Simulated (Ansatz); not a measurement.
System: CdS (model structure, started from the h-BN type, P6₃/mmc, No. 194, 4 atoms in the cell). Method: LDA (Ansatz, an electronic-structure program, plane waves, PAW).

Settings: plane-wave cutoff 520 eV, 12×12×6 k mesh (along the axes of the cell as run), Fermi–Dirac smearing 0.01 eV, scalar-relativistic PAW data made under PBE.

Cell (relaxed with PBE-D3(BJ)):

```
CELL_PARAMETERS angstrom
      4.38783     0.00000     0.00000
     -2.19392     3.79997     0.00000
      0.00000     0.00000     5.72767
ATOMIC_POSITIONS crystal
  Cd 0.33333 0.66667 0.25000
  Cd 0.66667 0.33333 0.75000
  S  0.33333 0.66667 0.75000
  S  0.66667 0.33333 0.25000
```

Problem. Give the computed band gap and smallest direct gap on the k points sampled.

Solution. 
band gap: 0.74 eV
smallest direct gap on the k points sampled: 1.02 eV

Note: the relaxation could raise the start's symmetry but not lower it, so the cell can be a saddle point; cell and atoms aren't relaxed at this level (pressure -3.2 GPa).

Spin–orbit coupling is not included.

Cost on a shared machine: roughly 30 core-seconds.

A model structure was made by putting elements into a prototype or built by hand; it is no filed structure, need not be a known phase, and can be a saddle point held by its symmetry.
